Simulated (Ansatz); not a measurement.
The parent structure is C in the diamond structure (space group Fd-3m, No. 227; a = 3.532 Å). Axes: x, y, z lie along the cube axes.

Computed with Kohn–Sham DFT with the LDA functional, run in Ansatz (a quantum-chemistry and plane-wave program) with PAW and 420 eV plane waves, no SOC.

The change: the cell is compressed by 2.00 % along z with no lateral relaxation, atoms relaxed at fixed cell.

Q: Predict the stress tensor and what it implies for the stiffness.

A: Stress of the strained cell less that of the base (GPa, compression positive):
```
   3.35    0.00    0.00
   0.00    3.35    0.00
   0.00    0.00   22.67
```

Then −Δσ_ii/ε with ε = -0.0200 gives secant stiffness values (nonlinear terms included at this strain): C33 ≈ 1130 GPa, C13 ≈ 168 GPa and C23 ≈ 168 GPa.

As a check, the harmonic strain energy −½ V₀ Δσ:ε is 7.8 meV/atom; the computed energy rise is 7.8 meV/atom.

Stability against distortions was not tested.
